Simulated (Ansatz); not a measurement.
Fluorite CoSi2 was calculated with PBEsol (PAW; Ansatz, an electronic-structure program).

Settings: plane-wave cutoff 520 eV, 14×14×14 k mesh, Fermi–Dirac smearing 0.1 eV, perturbation theory, no spin polarisation, scalar-relativistic PAW data made under PBE.

The cell has the measured lattice parameters. Conventional cell: a = 5.3560 Å, b = 5.3560 Å, c = 5.3560 Å, α = 90.00°, β = 90.00°, γ = 90.00°.

Space group Fm-3m (No. 225); a = 5.3560 Å, b = 5.3560 Å, c = 5.3560 Å, α = 90.00°, β = 90.00°, γ = 90.00°

```
atom  site  symmetry       x       y       z
----  ----  --------  ------  ------  ------
Co      4a      m-3m  0.0000  0.0000  0.0000
Si      8c      -43m  0.2500  0.2500  0.2500
```
(The calculation used a cell of 3 atoms; values per cell refer to that cell.)

Harmonic phonon frequencies (cm⁻¹; i marks an imaginary mode):

```json
[
 {"q point": "Γ", "frequencies": "0 0 0 327 327 327 327 327 327"},
 {"q point": "X", "frequencies": "184 184 254 266 266 280 369 370 370"},
 {"q point": "L", "frequencies": "115 115 297 308 308 333 346 349 349"}
]
```

No imaginary mode appears at these points.

Note: the cell isn't this level's own, so it is under some stress, which shifts stiffness and frequencies.
